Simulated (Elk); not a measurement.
## Input and output of a self-consistent single point for AlSn (P-6m2, 2 atoms in the cell) (Elk)

Level of theory: LDA (PW92), all-electron FP-LAPW, Elk's shipped species files, default APW+lo basis run with Elk.

Input as run:

```
tasks
  0

xctype
  3

rgkmax
  7.0

stype
  0

swidth
  0.00367493

avec
    7.9332782416   -0.0000000233    0.0000000000
   -3.9666391006    6.8704205041    0.0000000000
    0.0000000000    0.0000000000    6.2490408352

sppath
  './'

atoms
  2   : nspecies
  'Al.in'   : spfname
  1   : natoms; atposl, bfcmt below
  0.0000000000  0.0000000000  0.0000000000    0.0 0.0 0.0
  'Sn.in'   : spfname
  1   : natoms; atposl, bfcmt below
  0.3333333333  0.6666666667  0.5000000000    0.0 0.0 0.0

ngridk
  7 7 8
```

Log, with long lists cut:

```
│ Elk code version 10.2.4 │

All units are atomic (Hartree, Bohr, etc.)

│ Ground-state run starting from atomic densities │

Lattice vectors :
   7.933278242     -0.2330000000E-07   0.000000000
  -3.966639101       6.870420504       0.000000000
   0.000000000       0.000000000       6.249040835

Unit cell volume      :    340.6037045
Brillouin zone volume :   0.7282663404

Muffin-tin inner radius fraction :   0.1000000000E-01

Nuclei treated as point charges

Species :    1 (Al)
 parameters loaded from : Al.in
 name : aluminium
 nuclear charge    :   -13.00000000
 electronic charge :    13.00000000
 atomic mass :    49184.33492
 muffin-tin radius :    2.200000000
 number of radial points in muffin-tin :    397
 atomic positions (lattice), magnetic fields (Cartesian) :
   1 :   0.00000000  0.00000000  0.00000000    0.00000000  0.00000000  0.00000000

Species :    2 (Sn)
 parameters loaded from : Sn.in
 name : tin
 nuclear charge    :   -50.00000000
 electronic charge :    50.00000000
 atomic mass :    216395.0920
 muffin-tin radius :    2.600000000
 number of radial points in muffin-tin :    597
 atomic positions (lattice), magnetic fields (Cartesian) :
   1 :   0.33333333  0.66666667  0.50000000    0.00000000  0.00000000  0.00000000

Total number of atoms per unit cell :    2

Spin treatment :
 spin-unpolarised

Number of Bravais lattice symmetries :   24
Number of crystal symmetries         :   12
Crystal has no inversion symmetry
Complex Hermitian eigensolver will be used

k-point grid :      7     7     8
k-point offset :    0.000000000       0.000000000       0.000000000
k-point set is reduced with full crystal symmetry group
Total number of k-points :       60

Muffin-tin radius times maximum |G+k| :    7.000000000
 using average radius
Maximum |G+k| for APW functions       :    2.916666667
Maximum (1/2)|G+k|²                   :    4.253472222
Maximum |G| for potential and density :    12.00000000
 potential will be trimmed for |G| > 2 gkmax
Constant for pseudocharge density :    8
Radial integration step length :    4

G-vector grid sizes :     32    32    24
Number of G-vectors :     9911

Maximum angular momentum used for
 APW functions                      :    8
 outer part of muffin-tin           :    6
 inner part of muffin-tin           :    1

Total nuclear charge    :   -63.00000000
Total core charge       :    34.00000000
Total valence charge    :    29.00000000
Total excess charge     :    0.000000000
Total electronic charge :    63.00000000

Effective Wigner radius, rₛ :    1.088779837

Number of empty states         :    8
Total number of valence states :   23
Total number of core states    :   34

Total number of local-orbitals :   24

Exchange-correlation functional :      3     0     0
 Perdew-Wang/Ceperley-Alder, Phys. Rev. B 45, 13244 (1992)
 gradient requirement :    0
 local density approximation (LDA)

Smearing type :    0
 Gaussian
Smearing width :   0.3674930000E-02
Effective electronic temperature (K) :    1160.451112

Mixing type :    3
 Broyden mixing, J. Phys. A: Math. Gen. 17, L317 (1984)

Kohn-Sham potential initialised from atomic data

│ Self-consistent loop started │
│ Loop number : 1 │
 total energy                :     -6417.15475881
│ Loop number : 2 │
 total energy                :     -6417.17623314
RMS change in Kohn-Sham potential (target) :   0.3491046492E-01 (  0.1000000000E-05)
Absolute change in total energy (target)   :   0.2147433127E-01 (  0.1000000000E-03)
│ Loop number : 3 │
 total energy                :     -6417.17345947
RMS change in Kohn-Sham potential (target) :   0.3401534939E-01 (  0.1000000000E-05)
Absolute change in total energy (target)   :   0.2594917008E-02 (  0.1000000000E-03)
│ Loop number : 4 │
 total energy                :     -6417.00352759
RMS change in Kohn-Sham potential (target) :   0.3044989078E-01 (  0.1000000000E-05)
Absolute change in total energy (target)   :   0.1692831505     (  0.1000000000E-03)
│ Loop number : 5 │
 total energy                :     -6416.26358062
RMS change in Kohn-Sham potential (target) :   0.1431928024E-01 (  0.1000000000E-05)
Absolute change in total energy (target)   :   0.7822677643     (  0.1000000000E-03)
│ Loop number : 6 │
 total energy                :     -6415.84355651
RMS change in Kohn-Sham potential (target) :   0.4496998864E-02 (  0.1000000000E-05)
Absolute change in total energy (target)   :   0.6155910494     (  0.1000000000E-03)
│ Loop number : 7 │
 total energy                :     -6415.66738072
RMS change in Kohn-Sham potential (target) :   0.1036518549E-03 (  0.1000000000E-05)
Absolute change in total energy (target)   :   0.3300735483     (  0.1000000000E-03)
│ Loop number : 8 │
 total energy                :     -6415.67194485
RMS change in Kohn-Sham potential (target) :   0.2734810272E-04 (  0.1000000000E-05)
Absolute change in total energy (target)   :   0.7795426199E-01 (  0.1000000000E-03)
│ Loop number : 9 │
 total energy                :     -6415.67430953
RMS change in Kohn-Sham potential (target) :   0.8365796028E-05 (  0.1000000000E-05)
Absolute change in total energy (target)   :   0.1712387845E-01 (  0.1000000000E-03)
│ Loop number : 10 │
 total energy                :     -6415.67422076
RMS change in Kohn-Sham potential (target) :   0.4667683532E-05 (  0.1000000000E-05)
Absolute change in total energy (target)   :   0.4369745118E-02 (  0.1000000000E-03)
│ Loop number : 11 │
 total energy                :     -6415.67409257
RMS change in Kohn-Sham potential (target) :   0.9754138052E-06 (  0.1000000000E-05)
Absolute change in total energy (target)   :   0.1220621194E-02 (  0.1000000000E-03)
│ Loop number : 12 │
 total energy                :     -6415.67408963
RMS change in Kohn-Sham potential (target) :   0.2031699129E-06 (  0.1000000000E-05)
Absolute change in total energy (target)   :   0.3080949846E-03 (  0.1000000000E-03)
│ Loop number : 13 │
 total energy                :     -6415.67408819
RMS change in Kohn-Sham potential (target) :   0.3544472373E-07 (  0.1000000000E-05)
Absolute change in total energy (target)   :   0.7847119832E-04 (  0.1000000000E-03)
Convergence targets achieved

│ Loop number : 14 │

Energies :
 Fermi                       :     0.191231178812
 sum of eigenvalues          :     -3859.35978569
 electron kinetic            :      6739.64903154
 core electron kinetic       :      6438.93564204
 Coulomb                     :     -12977.7008252
 Coulomb potential           :     -10363.5513337
 nuclear-nuclear             :     -521.330194955
 electron-nuclear            :     -14549.1899267
 Hartree                     :      2092.81929648
 Madelung                    :     -7795.92515831
 xc potential                :     -235.457483492
 exchange                    :     -171.849020535
 correlation                 :     -5.77327584730
 total energy                :     -6415.67409002

Density of states at Fermi energy :    8.116163213
 (states/Hartree/unit cell)

Estimated indirect band gap :   0.4413504825E-02
 from k-point     36 to k-point     13
Estimated direct band gap   :   0.2562728968E-01
 at k-point     40

Charges :
 core                        :    34.00000000
 valence                     :    29.00000000
 interstitial                :    3.670173083
 muffin-tins (core leakage)
  species :    1 (Al)
   atom    1                 :    11.13092804     (  0.4892025630E-03)
  species :    2 (Sn)
   atom    1                 :    48.19889888     (  0.6832077317E-04)
 total in muffin-tins        :    59.32982692
 total calculated charge     :    62.98700390
 total charge                :    63.00000000
 error                       :   0.1299609747E-01

│ Self-consistent loop stopped │
```

The run converged in 14 iterations. The count includes the last loop, which Elk runs after its targets are met.

The starting cell comes from a database of computed structures (which also holds hypothetical and non-ambient phases and stackings), without a prior relaxation at this level. Values depend on the basis (sphere radii, cutoffs, local orbitals), which need not be converged. The log's line on a gap gives a spacing of levels on this mesh, which the program prints for metals too.
